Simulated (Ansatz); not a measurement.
**bcc Fe, ferromagnetic (1 1 1) on silicon (1 1 1) (film strained to the substrate, started from cuts of the bulks and a machine-learned relaxation; slabs Si10 and Fe12, which can lie off the formulas; started ferromagnetic)**

A periodic stack without vacuum, bcc Fe, ferromagnetic (1 1 1) on silicon (1 1 1) (film strained to the substrate, started from cuts of the bulks and a machine-learned relaxation; slabs Si10 and Fe12, which can lie off the formulas; started ferromagnetic): substrate slab Si10, film Fe12, surface cells [[0, -1], [1, -1]] and [[1, -1], [1, 0]], film strained by -3.4 and -3.4 %, outermost planes Si/Si and Fe/Fe as cut, which need not be the usual terminations and can put a slab off its formula.

The start was prepared with a machine-learned potential, and the result is one local minimum, with the in-plane cell held and forces under 0.04 eV/Å; the film can end far from its bulk form.

All values below come from PBE (plane waves to 420 eV, PAW; Ansatz, a first-principles code). Spin–orbit coupling is left out; PBE gaps are too small against experiment. Its k-point mesh 9×9×1, Fermi–Dirac width 0.05 eV.

```
Quantity                                                                                                                                                                              Result
--------------------------------------------------------------------------------  ----------------------------------------------------------------------------------------------------------
interface area                                                                                                                                                                       13.0 Å²
period                                                                                                                                                                               25.28 Å
heights between the nearest atoms of the two slabs at the two interfaces                                                                                                     0.85 and 0.85 Å
Fe–Si contacts across the interfaces within 1.22 times the sum of covalent radii                                                                                             16, mean 2.52 Å
estimate of the barrier                                                           withheld, since the Fermi level falls at or inside a band of the host, which a slab this thin can't settle
```

```yaml
crystal:
  lattice:
    - [3.86787, -0.00001, -0.01215]
    - [1.93394, 3.34968, -0.02463]
    - [2.00235, 1.25437, 25.27150]
  atoms:
    - { symbol: Si, position: [0.01032, 0.89821, 0.05694] }
    - { symbol: Si, position: [0.69497, 0.58138, 0.00462] }
    - { symbol: Si, position: [0.30739, 0.18763, 0.17971] }
    - { symbol: Si, position: [0.98426, 0.86461, 0.14876] }
    - { symbol: Si, position: [0.59846, 0.47981, 0.30470] }
    - { symbol: Si, position: [0.27535, 0.15680, 0.27358] }
    - { symbol: Si, position: [0.88977, 0.77200, 0.42953] }
    - { symbol: Si, position: [0.56678, 0.44896, 0.39857] }
    - { symbol: Si, position: [0.17068, 0.05688, 0.57365] }
    - { symbol: Si, position: [0.85421, 0.74008, 0.52136] }
    - { symbol: Fe, position: [0.48271, 0.36902, 0.63836], spin: 2.4 }
    - { symbol: Fe, position: [0.82648, 0.71276, 0.60716], spin: 2.4 }
    - { symbol: Fe, position: [0.79377, 0.68025, 0.70534], spin: 2.4 }
    - { symbol: Fe, position: [0.13825, 0.02463, 0.67189], spin: 2.4 }
    - { symbol: Fe, position: [0.10511, 0.99157, 0.77195], spin: 2.4 }
    - { symbol: Fe, position: [0.44932, 0.33583, 0.73889], spin: 2.4 }
    - { symbol: Fe, position: [0.41616, 0.30253, 0.83938], spin: 2.4 }
    - { symbol: Fe, position: [0.76034, 0.64678, 0.80632], spin: 2.4 }
    - { symbol: Fe, position: [0.72746, 0.61368, 0.90639], spin: 2.4 }
    - { symbol: Fe, position: [0.07176, 0.95809, 0.87293], spin: 2.4 }
    - { symbol: Fe, position: [0.03968, 0.92547, 0.97112], spin: 2.4 }
    - { symbol: Fe, position: [0.38308, 0.26925, 0.93992], spin: 2.4 }
```
